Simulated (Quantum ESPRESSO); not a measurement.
Quantum ESPRESSO run on Nb3Sn (Pm-3n, 8 atoms in the cell): self-consistent single point.

Method: PBE, PseudoDojo stringent norm-conserving (PBE) pseudopotentials (plane waves; Quantum ESPRESSO).

```
Nb3Sn
1.0
    5.27300     0.00000     0.00000
    0.00000     5.27300     0.00000
    0.00000     0.00000     5.27300
Sn Nb
2 6
Cartesian
  0.00000   0.00000   0.00000
  2.63650   2.63650   2.63650
  1.31825   0.00000   2.63650
  2.63650   3.95475   0.00000
  3.95475   0.00000   2.63650
  2.63650   1.31825   0.00000
  0.00000   2.63650   3.95475
  0.00000   2.63650   1.31825
```

Reference input (self-consistent single point, DFT, PBE, plane waves, PseudoDojo standard norm-conserving (PBE) pseudopotentials): ecutwfc = 85 Ry; occupations = smearing; smearing = gauss; degauss = 0.0147 Ry; potentials = {Sn: Sn.upf, Nb: Nb.upf}; K_POINTS = automatic 5 5 5 0 0 0; conv_thr = 1e-10 Ry; mixing_beta = 0.7. This run's input differs from it in these lines:

```diff
@@ -12,3 +12,3 @@
   ntyp = 2
-  ecutwfc = 85
+  ecutwfc = 105
   occupations = 'smearing'
```

Its files differ too (potentials: PseudoDojo stringent norm-conserving (PBE)).

Output (repeated stretches shortened):

```
     Self-consistent Calculation

     iteration #  1     ecut=   105.00 Ry     beta= 0.70

     Threshold (ethr) on eigenvalues was too large:
     Diagonalizing with lowered threshold

     total energy              =   -1633.67514214 Ry
     estimated scf accuracy    <       0.59008145 Ry

     iteration #  2     ecut=   105.00 Ry     beta= 0.70

     total energy              =   -1633.79573983 Ry
     estimated scf accuracy    <       0.09958995 Ry

     iteration #  3     ecut=   105.00 Ry     beta= 0.70

     total energy              =   -1633.82112724 Ry
     estimated scf accuracy    <       0.00810381 Ry

   [... 5 blocks of this kind left out ...]

     iteration #  9     ecut=   105.00 Ry     beta= 0.70

     total energy              =   -1633.82296037 Ry
     estimated scf accuracy    <          1.0E-10 Ry

     iteration # 10     ecut=   105.00 Ry     beta= 0.70
     End of self-consistent calculation

   [... 7 lines left out ...]

   [... 7 lines left out ...]

     the Fermi energy is    18.3772 ev

!    total energy              =   -1633.82296037 Ry
     estimated scf accuracy    <          1.6E-11 Ry
     smearing contrib. (-TS)   =      -0.01673959 Ry
     internal energy E=F+TS    =   -1633.80622078 Ry

     convergence has been achieved in  10 iterations

     Forces acting on atoms (cartesian axes, Ry/au):

     atom    1 type  1   force =     0.00000000    0.00000000    0.00000000
   [... zero for the other atoms too ...]

     Total force =     0.000000     Total SCF correction =     0.000000

          total   stress  (Ry/bohr**3)                   (kbar)     P=       48.69
   0.00033101   0.00000000   0.00000000           48.69        0.00        0.00
   0.00000000   0.00033101   0.00000000            0.00       48.69        0.00
   0.00000000   0.00000000   0.00033101            0.00        0.00       48.69

   JOB DONE.
```

The run converged in 10 iterations. Against the reference run the pressure goes from 4.77 to 4.87 GPa.

The starting cell comes from a database of published, mostly measured structures (it also holds non-ambient and calculated ones), without a prior relaxation at this level. Spin polarisation is off. With a pressure of about 5 GPa the cell is away from its equilibrium volume at this level.

Cost on one core of a shared machine: roughly 8 min.
